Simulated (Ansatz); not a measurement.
## GeRh (model structure, started from the NiAs type, P6₃/mmc, No. 194, 4 atoms in the cell): properties by level of theory

```csv
level (code),lattice parameter a (Å),lattice parameter c (Å),enthalpy of formation (eV/atom)
PBE (Ansatz),3.659,5.588,-0.468
PBEsol (Ansatz),3.610,5.520,-0.500
PBE-D3(BJ) (Ansatz),3.617,5.550,-0.491
```

Ansatz's density-functional and Hartree–Fock values are scalar-relativistic unless marked +SOC, with PAW data made under PBE.

A model structure was made by putting elements into a prototype or built by hand; it is no filed structure, need not be a known phase, and can be a saddle point held by its symmetry.

Ansatz is an electronic-structure program.
